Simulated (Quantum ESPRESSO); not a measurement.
# Habitual settings against a tight run: NbSb2 (C2/m, 6 atoms in the cell)

Self-consistent single point.

```xyz
6
Lattice="5.0564 -1.8085 0.0000 5.0564 1.8085 0.0000 -4.1384 0.0000 7.1470" Properties=species:S:1:pos:R:3 pbc="T T T"
Nb     5.2236     0.0000     5.7841
Nb     0.7509     0.0000     1.3629
Sb     2.3329     0.0000     6.3614
Sb     3.6416     0.0000     0.7857
Sb    -0.7137     0.0000     3.8289
Sb     6.6882     0.0000     3.3181
```

Level of theory: PBEsol, PSlibrary ultrasoft (PBE) pseudopotentials (plane waves; Quantum ESPRESSO).

Base settings: ecutwfc = 55 Ry; ecutrho = 330 Ry; occupations = smearing; smearing = marzari-vanderbilt; degauss = 0.0073499 Ry; input_dft = pbesol; potentials = {Nb: Nb.pbe-spn-rrkjus_psl.1.0.0.UPF, Sb: Sb.pbe-n-rrkjus_psl.1.0.0.UPF}; K_POINTS = automatic 5 5 3 0 0 0; conv_thr = 1e-09 Ry.

Tight run (finer mesh or higher cutoff; not a proven limit): ecutwfc: 55 Ry → 77 Ry; ecutrho: 330 Ry → 462 Ry; conv_thr: 1e-09 Ry → 7.3e-11 Ry; K_POINTS: automatic 5 5 3 0 0 0 → automatic 7 7 5 0 0 0. It gave Fermi level (on the code's own zero) 11.59 eV; pressure 3.15 GPa; largest force (vector length) 0.367 eV/Å.

Quick runs, as changes from the base:
- A: the base itself
- B: ecutwfc: 55 Ry → 28 Ry; ecutrho: 330 Ry → 168 Ry; conv_thr: 1e-09 Ry → 7.3e-06 Ry; K_POINTS: automatic 5 5 3 0 0 0 → automatic 2 2 2 1 1 1
- C: ecutwfc: 55 Ry → 33 Ry; ecutrho: 330 Ry → 198 Ry; conv_thr: 1e-09 Ry → 7.3e-06 Ry; K_POINTS: automatic 5 5 3 0 0 0 → automatic 3 3 3 0 0 0
- D: ecutwfc: 55 Ry → 33 Ry; ecutrho: 330 Ry → 198 Ry; input_dft: pbesol → default; pseudopotentials: {Nb: Nb.pbe-spn-rrkjus_psl.1.0.0.UPF, Sb: Sb.pbe-n-rrkjus_psl.1.0.0.UPF} → {Nb: Nb.pz-spn-rrkjus_psl.1.0.0.UPF, Sb: Sb.pz-n-rrkjus_psl.1.0.0.UPF}; K_POINTS: automatic 5 5 3 0 0 0 → automatic 6 6 6 0 0 0 [LDA (PZ)]
- E: ecutwfc: 55 Ry → 33 Ry; ecutrho: 330 Ry → 198 Ry; input_dft: pbesol → default; pseudopotentials: {Nb: Nb.pbe-spn-rrkjus_psl.1.0.0.UPF, Sb: Sb.pbe-n-rrkjus_psl.1.0.0.UPF} → {Nb: Nb.pz-spn-rrkjus_psl.1.0.0.UPF, Sb: Sb.pz-n-rrkjus_psl.1.0.0.UPF}; K_POINTS: automatic 5 5 3 0 0 0 → automatic 1 1 1 1 1 1 [LDA (PZ)]

Energies are extrapolated to zero smearing width, which holds to low order in the width alone (under cold and Methfessel-Paxton smearing the free energy itself is taken).

Dashes: pressure of B, C, not trusted under this conv_thr with d or f elements; time of B, C, E, under 30 s; energy of D, E, another energy zero.

† marks runs with another functional, U, potentials or spin treatment: their distance from the tight run is not a convergence error alone.

The count of work is k-points × plane waves × bands × iterations; it is no time. Core times come from one kind of shared machine and are given to one figure; runs under 30 s give none.

The starting cell comes from a database of computed structures (which also holds hypothetical and non-ambient phases and stackings), without a prior relaxation at this level. Its lattice was rescaled by a random factor within 2.5 % of one. Spin polarisation is off. Without a gap this mesh is coarse (it stands for a supercell whose shortest vector is 18 Å).

| run | energy less tight (meV/atom) | pressure less tight (GPa) | largest miss in a force vector (eV/Å) | count of work / tight | core time / tight (rough) |
|---|---|---|---|---|---|
| A | 9.1 | -0.35 | 0.019 | 0.20 | 0.2 |
| B | 307.3 | – | 0.543 | 0.0056 | – |
| C | 60.3 | – | 0.130 | 0.024 | – |
| D† | – | -5.35 | 0.143 | 0.27 | 0.3 |
| E† | – | 6.20 | 1.603 | 0.0072 | – |

Among the runs at the tight run's level, the energy misses run from 9.1 to 307.3 meV/atom.

Left out of this page: 1 run of the series outside the window shown, repeating another row's setting, or not comparable.
